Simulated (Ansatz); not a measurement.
Short convergence ladders for Ti₃B₄ (Imm2, 7 atoms in the cell)

```
Ti3B4
1.0
   -1.51006     1.62176     6.82834
    1.51006    -1.62176     6.82834
    1.51006     1.62176    -6.82834
Ti B
3 4
Cartesian
  1.51006   0.00000   2.58194
  0.00000   1.62176   4.29639
  0.00000   0.00000   0.00000
  1.51006   0.00000   5.02866
  0.00000   1.62176   1.79968
  0.00000   0.00000   5.94980
  0.00000   0.00000   7.70687
```

Base method: PBEsol, default PAW files made with PBE (plane waves; Ansatz, a quantum-chemistry and plane-wave program).

Base settings: basis.ecutwfc = 420 eV; kpoints.mp_grid.grid = 9 9 9; hamiltonian.xc = pbesol; hamiltonian.pseudopotentials = {kind: paw} (the program's default PAW files); scf.occupations.method = gaussian; scf.occupations.width = 0.1 eV.

The count of work is k-points × plane waves × bands × iterations; it is no time. 

**The k-point mesh at a smearing width of 0.02 eV**

In this ladder: scf.occupations.width = 0.02 eV.

Only quantities that move along the ladder and can be compared are tabulated.

| kpoints.mp_grid.grid | free energy less the last step's (meV/atom) | largest difference of a force vector from the last step's (eV/Å) | count of work / last |
|---|---|---|---|
| 5 5 5 | 4.65 | 0.104 | 0.020 |
| 6 6 6 | 0.35 | 0.061 | 0.034 |
| 8 8 8 | -0.38 | 0.044 | 0.070 |
| 9 9 9 | -0.42 | 0.052 | 0.11 |
| 11 11 11 | 0.36 | 0.018 | 0.19 |
| 16 16 16 | 0.03 | 0.006 | 0.53 |
| 20 20 20 | 0.00 | 0.000 | 1.0 |

Coarsest kpoints.mp_grid.grid that holds the forces within 0.02 eV/Å of the last step, with all finer ones: 11 11 11, at 0.19 of the last step's count of work; the step before is off by 0.052 eV/Å.

Coarsest kpoints.mp_grid.grid that holds the free energy within 0.5 meV/atom of the last step, with all finer ones: 6 6 6, at 0.034 of the last step's count of work; the step before is off by 4.7 meV/atom.

**The width of Fermi-Dirac smearing**

In this ladder: kpoints.mp_grid.grid = 15 15 15; scf.occupations.method = fermi_dirac.

Narrow widths need finer meshes than wide ones, so the last steps can hold mesh noise.

Only quantities that move along the ladder and can be compared are tabulated; pressure and forces are left out, as mesh noise rules them at narrow widths.

```tsv
scf.occupations.width	free energy less the last step's (meV/atom)	energy extrapolated to zero width less the last step's (meV/atom)
1 eV	-687.28	53.54
0.5 eV	-150.93	6.50
0.3 eV	-49.56	0.22
0.2 eV	-18.54	0.46
0.1 eV	0.00	0.00
```

Widest scf.occupations.width that holds the energy extrapolated to zero width within 1 meV/atom of the last step, with all finer ones: 0.3 eV; the step before is off by 6.5 meV/atom.

Widest scf.occupations.width that holds the free energy within 5 meV/atom: not settled: the last two steps still differ by 19 meV/atom, over half the tolerance, so the ladder does not show it.

The extrapolation to zero width removes most of the smearing's effect on the energy.

**The width of cold smearing**

In this ladder: kpoints.mp_grid.grid = 15 15 15; scf.occupations.method = cold.

Narrow widths need finer meshes than wide ones, so the last steps can hold mesh noise.

Only quantities that move along the ladder and can be compared are tabulated; pressure and forces are left out, as mesh noise rules them at narrow widths.

```csv
scf.occupations.width,free energy less the last step's (meV/atom)
1 eV,16.74
0.5 eV,6.50
0.3 eV,3.13
0.2 eV,1.00
0.1 eV,0.00
```

Widest scf.occupations.width that holds the free energy within 5 meV/atom of the last step, with all finer ones: 0.3 eV; the step before is off by 6.5 meV/atom.

On the base run: the starting cell comes from a database of computed structures (which also holds hypothetical and non-ambient phases and stackings), without a prior relaxation at this level. Its lattice was rescaled by up to half a per cent. One atom was moved a little off its site on purpose. Spin polarisation is off. Ansatz's pressure includes its estimate of the finite-basis (Pulay) stress.

Left out of this page: 4 runs of the series outside the window shown, repeating another row's setting, or not comparable; 1 run of the series stopped by limits of time or memory.

Keys are those of Ansatz 0.2.
